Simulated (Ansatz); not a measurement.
Adsorption energy and surface dipole of Cl on the 1x1 (111) surface of fcc Cu, one in a 2x2 cell, started at the site 'bridge Cu-Cu (span 2.6 Å)', worked from the runs' numbers; total energies count from the potentials' own zero.

All values below come from r2SCAN, at the PBE geometry (plane waves to 500 eV, PAW; Ansatz, a quantum-chemistry and plane-wave program).

Slab: 17 atoms, 6.2 Å thick at the start under the adsorbate (thin: gaps and levels are the slab's own); k 6x6x1, smearing 0.1 eV, dipole-corrected; single point; on the structure that PBE left under its start's symmetry; no spin, no spin-orbit, no U, no dispersion correction. At the end it is bonded to 2 Cu. In PBE this state lies 0.07 eV over the lowest of the starts that converged ('hollow Cu-Cu-Cu over Cu at depth 4.1 Å').

```csv
quantity,value
slab with the adsorbate,-107180.772 eV
"clean slab, same cell and mesh",-106095.207 eV
"reference, ½ Cl2(g)",-1083.517 eV
area of the cell,22.82 Å²
change of the step from the bottom to the top vacuum level,0.749 eV
```

Task: What is the adsorption energy against this reference?

Result: E(slab + adsorbate) − E(slab) − E(reference) = -2.05 eV, so in this state the adsorbate is more stable than in the reference, at a coverage of 4.38 a nm².

Task: What dipole does adsorption add to the slab along the outward normal (Helmholtz relation, ε₀ = 0.005526 e/(V·Å))?

Result: p = −ε₀·A·ΔV = -0.094 e·Å = -0.45 D; its negative end points to the vacuum, which raises the vacuum level.
